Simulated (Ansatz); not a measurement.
**How the equilibrium volume per atom of HgS (model structure, started from the NiAs type, P6₃/mmc, No. 194, 4 atoms in the cell) moves with the method**

No measured value is used here.

```json
[
 {"level (code)": "PBE (Ansatz)", "value (Å³/atom)": "22.14"},
 {"level (code)": "PBEsol (Ansatz)", "value (Å³/atom)": "20.80"},
 {"level (code)": "PBE-D3(BJ) (Ansatz)", "value (Å³/atom)": "___"}
]
```

**Question.** Complete the blanks.

**Answer.** 
- PBE-D3(BJ) (Ansatz, a quantum-chemistry and plane-wave program), value (Å³/atom): 21.20

Density-functional levels without +SOC have no spin–orbit coupling. Ansatz's density-functional and Hartree–Fock values are scalar-relativistic unless marked +SOC, with PAW data made under PBE.

A model structure was made by putting elements into a prototype or built by hand; it is no filed structure, need not be a known phase, and can be a saddle point held by its symmetry.
